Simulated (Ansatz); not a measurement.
**Mo: biaxial strain −1.29 %, plane normal [110], relaxed out of plane**

Start from Mo in the bcc (W type) structure (space group Im-3m, No. 229; a = 3.1512 Å; relaxed with 0.1 eV smearing). Axes: x, y, z lie along the cube axes.

It is then changed as follows: biaxial strain −1.29 %, plane normal [110], relaxed out of plane (Cartesian); in-plane vectors clamped, the third vector and the atoms free.

All numbers come from Ansatz (an electronic-structure program), r2SCAN, PAW, cutoff 500 eV, no SOC, earlier PAW set. Settings: 29×29×29 k-points, 0.1 eV Fermi–Dirac smearing.

| quantity | base | changed | shift |
|---|---|---|---|
| volume per atom | 15.65 Å³ | 15.42 Å³ | -0.224 Å³ |
| shortest interatomic distance | 2.729 Å | 2.694 Å | -0.035 Å |
| energy relative to the base (free energy F) | 0 meV/atom | +7.7 meV/atom | +7.7 meV/atom |
| band gap | zero | zero | – |
| out-of-plane strain | – | +1.16 % | – |
| ratio −ε⊥/ε∥ | – | 0.90 | – |
| mean in-plane stress (compression positive) | – | +6.2 GPa | – |

Final structure (turned so that z lies along the plane normal):

```
Mo
1.0
    2.69384     0.00000     0.00000
   -0.89795     2.53978     0.00000
    0.89795     1.26989     2.25407
Mo
1
Direct
  0.00000   0.00000   0.00000
```

Stability against distortions was not tested. All final runs are without spin polarisation.
